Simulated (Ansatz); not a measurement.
Partial pair distribution functions of a relaxed model of amorphous Al28O44Hf, broadened by 0.06 Å; density 3.42 g/cm³. Computed with PBE, scalar-relativistic without spin-orbit coupling (plane waves to 420 eV, PAW; Ansatz, an electronic-structure program).

It comes from a melt-quench run on a machine-learned potential (CHGNet), relaxed afterwards by DFT. O atoms were pushed apart under 1.9 Å during the dynamics, to hinder bonds among them. The hot cell started wider than the set density and was brought back towards it in steps. It is the lowest in DFT energy of 2 quenches. It is a model cell: composition and starting density were chosen by hand, and all elements were melted together. No dispersion term was used. Its density started from a set value of 3.39 and ended at 3.42 g/cm³. The quench (nominally 410 K/ps over its main leg) was far faster than any real one, so the model tends to hold more defects than a real film. A cell of this size samples the disorder only roughly. Volume and shape were free in the relaxation.

```json
[
 {"r (Å)": "1.55", "g Al-O": "0.01", "g O-Hf": "0.00", "g Al-Al": "0.00", "g O-O": "0.00"},
 {"r (Å)": "1.65", "g Al-O": "0.74", "g O-Hf": "0.00", "g Al-Al": "0.00", "g O-O": "0.00"},
 {"r (Å)": "1.75", "g Al-O": "5.95", "g O-Hf": "0.00", "g Al-Al": "0.00", "g O-O": "0.00"},
 {"r (Å)": "1.85", "g Al-O": "7.61", "g O-Hf": "0.04", "g Al-Al": "0.00", "g O-O": "0.00"},
 {"r (Å)": "1.95", "g Al-O": "3.52", "g O-Hf": "1.54", "g Al-Al": "0.00", "g O-O": "0.00"},
 {"r (Å)": "2.05", "g Al-O": "1.20", "g O-Hf": "5.90", "g Al-Al": "0.00", "g O-O": "0.00"},
 {"r (Å)": "2.15", "g Al-O": "0.61", "g O-Hf": "5.40", "g Al-Al": "0.00", "g O-O": "0.00"},
 {"r (Å)": "2.25", "g Al-O": "0.19", "g O-Hf": "2.96", "g Al-Al": "0.00", "g O-O": "0.03"},
 {"r (Å)": "2.35", "g Al-O": "0.17", "g O-Hf": "0.61", "g Al-Al": "0.00", "g O-O": "0.47"},
 {"r (Å)": "2.45", "g Al-O": "0.06", "g O-Hf": "1.59", "g Al-Al": "0.01", "g O-O": "1.39"},
 {"r (Å)": "2.55", "g Al-O": "0.06", "g O-Hf": "0.38", "g Al-Al": "0.25", "g O-O": "1.90"},
 {"r (Å)": "2.65", "g Al-O": "0.06", "g O-Hf": "0.01", "g Al-Al": "1.00", "g O-O": "2.25"},
 {"r (Å)": "2.75", "g Al-O": "0.10", "g O-Hf": "0.00", "g Al-Al": "1.77", "g O-O": "2.61"},
 {"r (Å)": "2.85", "g Al-O": "0.31", "g O-Hf": "0.00", "g Al-Al": "1.94", "g O-O": "2.68"},
 {"r (Å)": "2.95", "g Al-O": "0.37", "g O-Hf": "0.00", "g Al-Al": "1.42", "g O-O": "2.24"},
 {"r (Å)": "3.05", "g Al-O": "0.43", "g O-Hf": "0.00", "g Al-Al": "2.45", "g O-O": "1.72"},
 {"r (Å)": "3.15", "g Al-O": "0.57", "g O-Hf": "0.00", "g Al-Al": "2.91", "g O-O": "1.45"},
 {"r (Å)": "3.25", "g Al-O": "0.87", "g O-Hf": "0.08", "g Al-Al": "2.25", "g O-O": "1.04"},
 {"r (Å)": "3.35", "g Al-O": "0.87", "g O-Hf": "0.84", "g Al-Al": "2.13", "g O-O": "0.69"},
 {"r (Å)": "3.45", "g Al-O": "0.95", "g O-Hf": "1.66", "g Al-Al": "1.62", "g O-O": "0.44"},
 {"r (Å)": "3.55", "g Al-O": "1.19", "g O-Hf": "0.98", "g Al-Al": "1.00", "g O-O": "0.47"},
 {"r (Å)": "3.65", "g Al-O": "1.26", "g O-Hf": "0.09", "g Al-Al": "0.79", "g O-O": "0.64"},
 {"r (Å)": "3.75", "g Al-O": "1.23", "g O-Hf": "0.80", "g Al-Al": "0.49", "g O-O": "0.69"},
 {"r (Å)": "3.85", "g Al-O": "1.18", "g O-Hf": "1.13", "g Al-Al": "0.53", "g O-O": "0.63"},
 {"r (Å)": "3.95", "g Al-O": "1.37", "g O-Hf": "0.72", "g Al-Al": "0.49", "g O-O": "0.63"},
 {"r (Å)": "4.05", "g Al-O": "1.54", "g O-Hf": "0.77", "g Al-Al": "0.49", "g O-O": "0.46"},
 {"r (Å)": "4.15", "g Al-O": "1.72", "g O-Hf": "1.29", "g Al-Al": "0.36", "g O-O": "0.55"},
 {"r (Å)": "4.25", "g Al-O": "1.40", "g O-Hf": "0.61", "g Al-Al": "0.47", "g O-O": "0.78"},
 {"r (Å)": "4.35", "g Al-O": "1.24", "g O-Hf": "0.23", "g Al-Al": "0.66", "g O-O": "0.71"},
 {"r (Å)": "4.45", "g Al-O": "1.37", "g O-Hf": "0.98", "g Al-Al": "0.77", "g O-O": "0.90"}
]
```

Within 2.44 Å each Al has 4.86 O neighbours on average.
